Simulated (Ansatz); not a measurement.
Take BAs in the zinc blende structure (space group F-43m, No. 216) as the base.

```cif
data_AsB
_chemical_formula_sum 'As1 B1'
_space_group_name_H-M_alt 'P 1'
_space_group_IT_number 1
_cell_length_a 3.40073
_cell_length_b 3.40073
_cell_length_c 3.40073
_cell_angle_alpha 60.000
_cell_angle_beta 60.000
_cell_angle_gamma 60.000
loop_
_space_group_symop_operation_xyz
  'x, y, z'
loop_
_atom_site_label
_atom_site_type_symbol
_atom_site_fract_x
_atom_site_fract_y
_atom_site_fract_z
_atom_site_occupancy
As1 As 0.75000 0.75000 0.75000 1
B1 B 0.00000 0.00000 0.00000 1
```

The values are results of DFT with PBE, PAW potentials and a 420 eV plane-wave cutoff in Ansatz (a quantum-chemistry and plane-wave program), no SOC, earlier PAW set, not measurements.

One change was made to it. Results:

The smallest direct gap goes up by 0.061 eV, from 3.25 eV to 3.32 eV; the volume per atom shrinks by 0.654 Å³ to 13.25 Å³.

Task: What was done to the base?
A) pressure 15 GPa
B) pressure −1 GPa
C) pressure 3 GPa
D) pressure 7 GPa

Result: D, pressure 7 GPa. For comparison, the volume per atom in the other runs: pressure −1 GPa gives 14.01 Å³; pressure 15 GPa gives 12.65 Å³; pressure 3 GPa gives 13.61 Å³.

Load acts through the strain it causes; cell and atoms are relaxed under it. Whether these cells are dynamically stable was not tested. Competing high-pressure phases were not computed.
